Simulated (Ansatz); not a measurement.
A user runs Ansatz (a program for electronic structure) on Cs2KYF6 (P1, 10 atoms in the cell) and asks whether the run is sound. The aim is a self-consistent single point with DFT, LDA (PW92), plane waves, default PAW files made with PBE.

Cell that was meant: a = 6.6786 Å, b = 6.6786 Å, c = 6.6786 Å, α = 60.00°, β = 60.00°, γ = 60.00°.

Part of the input:

Ansatz 0.2 input:
```yaml
    - [4.722500, 0.000000, 4.722500]
    - [4.722500, 4.722500, 0.000000]
  atoms:
    - { symbol: F, position: [2.153281, 4.642340, 4.727223] }
    - { symbol: F, position: [4.635138, 2.179590, 4.706755] }
    - { symbol: F, position: [7.335582, 4.690430, 4.708677] }
    - { symbol: F, position: [4.680630, 7.274020, 4.655516] }
    - { symbol: F, position: [4.807779, 4.725985, 2.204057] }
    - { symbol: F, position: [4.702070, 4.765796, 7.303460] }
    - { symbol: K, position: [4.773333, 4.732658, 4.706590] }
    - { symbol: Y, position: [-0.006569, 0.011055, 0.032019] }
    - { symbol: Cs, position: [2.358582, 2.315376, 2.375724] }
    - { symbol: Cs, position: [7.062683, 7.165260, 7.082480] }
basis:
  ecutwfc: 420.0
kpoints:
```

Output (repeated stretches shortened):

```
WARN ansatz: RAYON_NUM_THREADS=1 ignored (pool sized by the plan → 1); use --threads N
Pseudopotentials: kind: paw
   [... lines left out ...]
PAW frozen core: Cs, regenerated for the run's functional, and the local potential with it
Initial density: superposition of atomic densities (neutral atoms: chi_scale 0, normalization atom), corrected by the library's trained network
Initial wavefunctions: pseudopotential atomic-orbital guess
Eigensolver: davidson
Functional: x = slater, c = lda
SCF iter   1: F=—  HF=-22444.692160 eV  |F-HF|=—  |Δ(HF+E_count)|=         —  Δρ=1.29e0  dr2=4.98e3  ethr=1.77e-3  ⟨swp⟩=38.1  Hψ=12300  notcnv=0  defer=4
all-band conjugate gradients solve this SCF's bands
preconditioner: auto → Resta (q_TF=auto, 2.322 Å⁻¹)
   [... lines left out ...]
SCF iter  18: F=—  HF=-20839.381707 eV  |F-HF|=—  |Δ(HF+E_count)|=   6.93e-7  S|Δr|=    0.00e0  Δρ=1.90e-5  dr2=1.26e-6  ethr=5.18e-9  ⟨swp⟩=2.2  Hψ=1125  notcnv=0  defer=24
SCF iter  19: F=—  HF=-20839.381707 eV  |F-HF|=—  |Δ(HF+E_count)|=   3.08e-7  S|Δr|=    0.00e0  Δρ=1.01e-5  dr2=2.41e-7  ethr=1.58e-9  ⟨swp⟩=2.5  Hψ=1135  notcnv=0  defer=24
SCF iter  20: F=-20839.381707 eV  HF=-20839.381707 eV  |F-HF|=4.42e-8  |Δ(HF+E_count)|=   2.70e-8  S|Δr|=    0.00e0  Δρ=5.55e-6  dr2=6.38e-8  ethr=1.25e-10  ⟨swp⟩=22.7  Hψ=5261  notcnv=0
SCF 1 converged in 20 iterations: F = -20839.381707 eV  dr2 = 6.38e-8
Stability not checked (fill_not_monotonic)
Free energy (F): -20839.381707 eV
Internal energy: -20839.377759 eV  (E = F + TS)
E sigma→0 (E₀):  -20839.380391 eV
Entropy (-TS):   -0.003947 eV (-0.395 meV/atom)
Fermi energy:    7.287476 eV
--- Forces (eV/Å), atoms counted from 1 ---
  atom   1  F     -2.15756752    -8.61367488   -12.85670414
  atom   2  F   -138.71225016    18.47700524  -450.39147160
  atom   3  F      2.47929580     9.05653679    12.87168843
   [... lines left out ...]
  atom  10  Cs    88.17202151    52.18067514    96.01064150
--- Stress (GPa, compression-positive) ---
      249.131915      29.068815      64.358641
       29.068816      30.289337      43.534089
       64.358634      43.534093     354.389195
  P = ⅓ Tr σ = 211.2701 GPa (2112.701 kbar)
  The stress holds the Pulay correction. Without it, at fixed plane waves, as pw.x and ABINIT print it: P = 207.9638 GPa
```

Question: Is this run sound? If not, what is wrong?

Answer: The run is not sound. The fault is fractional and Cartesian coordinates mixed up. The same three numbers mean different points as fractional and as Cartesian coordinates. To fix it, make label and numbers agree, by changing either. The run converged in 20 iterations without an error; against the sound input the free energy rises by 19.2 eV/atom, the pressure goes from -2.99 to 211.3 GPa, the largest force goes from 0.529 to 471.9 eV/Å and no clean gap remains on the mesh (levels overlap or are partly filled), against 6.31 eV before.

An input that runs soundly differs in these lines (not the only fix; some lines may just follow from the change or write a value another way):
```diff
-    - { symbol: F, position: [2.153281, 4.642340, 4.727223] }
-    - { symbol: F, position: [4.635138, 2.179590, 4.706755] }
-    - { symbol: F, position: [7.335582, 4.690430, 4.708677] }
-    - { symbol: F, position: [4.680630, 7.274020, 4.655516] }
-    - { symbol: F, position: [4.807779, 4.725985, 2.204057] }
-    - { symbol: F, position: [4.702070, 4.765796, 7.303460] }
-    - { symbol: K, position: [4.773333, 4.732658, 4.706590] }
-    - { symbol: Y, position: [-0.006569, 0.011055, 0.032019] }
-    - { symbol: Cs, position: [2.358582, 2.315376, 2.375724] }
-    - { symbol: Cs, position: [7.062683, 7.165260, 7.082480] }
+    - { symbol: F, position_ang: [2.153281, 4.642340, 4.727223] }
+    - { symbol: F, position_ang: [4.635138, 2.179590, 4.706755] }
+    - { symbol: F, position_ang: [7.335582, 4.690430, 4.708677] }
+    - { symbol: F, position_ang: [4.680630, 7.274020, 4.655516] }
+    - { symbol: F, position_ang: [4.807779, 4.725985, 2.204057] }
+    - { symbol: F, position_ang: [4.702070, 4.765796, 7.303460] }
+    - { symbol: K, position_ang: [4.773333, 4.732658, 4.706590] }
+    - { symbol: Y, position_ang: [-0.006569, 0.011055, 0.032019] }
+    - { symbol: Cs, position_ang: [2.358582, 2.315376, 2.375724] }
+    - { symbol: Cs, position_ang: [7.062683, 7.165260, 7.082480] }
```

With that input, the run converged in 7 iterations: free energy E − TS (on the zero of these files) -21030.9198 eV; top of the valence band (on the code's own zero) 1.42 eV; gap on the k-point mesh 6.31 eV; pressure -2.99 GPa; largest force (vector length) 0.529 eV/Å (DFT, LDA (PW92), plane waves, default PAW files made with PBE).

On the sound input: the starting cell comes from a database of published, mostly measured structures (it also holds non-ambient and calculated ones), without a prior relaxation at this level. Its atoms were displaced at random from the sites of space group no. 225. Ansatz's pressure includes its estimate of the finite-basis (Pulay) stress.
